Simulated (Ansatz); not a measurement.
ZrSi (model structure, started from the NbAs type, I4₁md, No. 109, 4 atoms in the cell): properties by level of theory

```json
[
 {"level (code)": "PBE (Ansatz)", "lattice parameter a (Å)": "?", "lattice parameter c (Å)": "?"},
 {"level (code)": "PBEsol (Ansatz)", "lattice parameter a (Å)": "3.403", "lattice parameter c (Å)": "?"},
 {"level (code)": "PBE-D3(BJ) (Ansatz)", "lattice parameter a (Å)": "?", "lattice parameter c (Å)": "?"}
]
```

**Question.** Some entries are withheld; supply them.

**Answer.** 
- PBE (Ansatz, a first-principles code), lattice parameter a (Å): 3.447
- PBE (Ansatz), lattice parameter c (Å): 13.704
- PBEsol (Ansatz), lattice parameter c (Å): 13.638
- PBE-D3(BJ) (Ansatz), lattice parameter a (Å): 3.400
- PBE-D3(BJ) (Ansatz), lattice parameter c (Å): 13.620

Ansatz's density-functional and Hartree–Fock values are scalar-relativistic unless marked +SOC, with PAW data made under PBE.

The computed numbers hold no vibrational or temperature effects.

A model structure was made by putting elements into a prototype or built by hand; it is no filed structure, need not be a known phase, and can be a saddle point held by its symmetry.
